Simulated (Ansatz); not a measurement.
HfSi2: response to strain

The parent structure is HfSi2 (space group Cmcm, No. 63; a = 3.683 Å, b = 14.598 Å, c = 3.658 Å). Axes: x, y, z lie along a, b, c of the conventional cell.

Strains are applied to the cell and any free atomic positions relax; under biaxial strain the out-of-plane vector relaxes too.

The values are results of plane-wave PAW DFT at the PBE level (Ansatz, a first-principles code, 420 eV), no spin-orbit coupling, not measurements.

Candidates:
(a) biaxial strain +2.12 %, plane normal [001], relaxed out of plane
(b) uniaxial strain ε_xx = +0.65 %
(c) biaxial strain −3.92 %, plane normal [001], relaxed out of plane

Notes on the quantities. energy relative to the base: free energy F.

**Question.** Order them by energy relative to the base, lowest first.

**Answer.** (b) uniaxial strain ε_xx = +0.65 % (+0.5 meV/atom), (a) biaxial strain +2.12 %, plane normal [001], relaxed out of plane (+10 meV/atom), (c) biaxial strain −3.92 %, plane normal [001], relaxed out of plane (+40 meV/atom)

Without a gap, meshes like the base's 13×13×13 leave anisotropic stresses uncertain by several tenths of a GPa, and small strain energies with them. Whether these cells are dynamically stable was not tested. All final runs are without spin polarisation.
